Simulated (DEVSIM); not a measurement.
Structure: Si p+/n-/n+ power diode, at 300 K.

```tsv
layer (left to right)	material	thickness (μm)	Nd (cm⁻³)	Na (cm⁻³)	τn (s)	τp (s)
1	Si	2.40	-	1.8e18	0.00015	0.00015
2	Si	75.0	5.9e15	-	0.00015	0.00015
3	Si	0.980	1.7e18	-	0.00015	0.00015
```

Left contact: ohmic. Right contact: ohmic. Voltage is applied to the left contact. Recombination: SRH at mid-gap, Auger. Gap narrowing is on: ΔEg = 6.92 meV × (l + √(l² + 0.5)), l = ln(N/1.3e17 cm⁻³), shared equally by both band edges. Mobility is μmin + (μ − μmin)/(1 + (N/Nref)^α).

The device is made up for the run: typed textbook-type constants, with dimensions and the other settings drawn at random. Values at 300 K.

| parameter | Si |
|---|---|
| gap (eV) | 1.124 |
| affinity (eV) | 4.05 |
| permittivity | 11.7 |
| Nc (cm⁻³) | 2.86e19 |
| Nv (cm⁻³) | 3.1e19 |
| μn (cm²/Vs) | 1417 |
| μp (cm²/Vs) | 470 |
| μn,min | 52 |
| μp,min | 45 |
| Nref,n | 9.7e16 |
| Nref,p | 2.2e17 |
| αn | 0.68 |
| αp | 0.72 |
| Cn (cm⁶/s) | 2.8e-31 |
| Cp (cm⁶/s) | 9.9e-32 |

Simulated with DEVSIM: 1D drift-diffusion, Boltzmann statistics, complete ionisation; no tunnelling, impact ionisation, image-force lowering or self-heating.

Task: Tabulate band edges, carrier densities and field at 0.9 V on the left contact.

Result: Energies count from the Fermi level of the right contact; mesh points crowd at the junctions.

```csv
x (μm),Ec (eV),Ev (eV),n (cm⁻³),p (cm⁻³),field (V/cm)
0.000,0.113,-0.974,270,1.8e18,≈ 0
0.06016,0.113,-0.974,1.0e15,1.8e18,≈ 0
0.2680,0.114,-0.973,4.6e15,1.8e18,≈ 0
0.9858,0.114,-0.973,1.7e16,1.8e18,≈ 0
2.146,0.114,-0.973,3.7e16,1.8e18,≈ 0
2.344,0.115,-0.972,4.0e16,1.8e18,≈ 0
2.401,0.111,-1.012,4.6e16,4.0e17,-38000
2.509,0.083,-1.040,1.4e17,1.3e17,≈ 0
2.848,0.083,-1.040,1.4e17,1.3e17,≈ 0
4.047,0.084,-1.039,1.4e17,1.3e17,≈ 0
8.296,0.087,-1.036,1.3e17,1.3e17,≈ 0
35.22,0.108,-1.015,1.1e17,1.1e17,≈ 0
64.95,0.137,-0.987,9.2e16,8.6e16,11
73.90,0.147,-0.977,8.6e16,8.0e16,12
76.76,0.150,-0.973,8.3e16,7.7e16,12
77.24,0.151,-0.973,8.3e16,7.7e16,12
77.37,0.148,-0.975,9.1e16,7.0e16,-2500
77.41,0.073,-1.015,1.7e18,1.5e16,-780
77.57,0.073,-1.015,1.7e18,1.2e16,≈ 0
78.00,0.073,-1.015,1.7e18,5.8e15,≈ 0
78.28,0.073,-1.015,1.7e18,1.5e15,≈ 0
78.38,0.073,-1.015,1.7e18,280,≈ 0
```
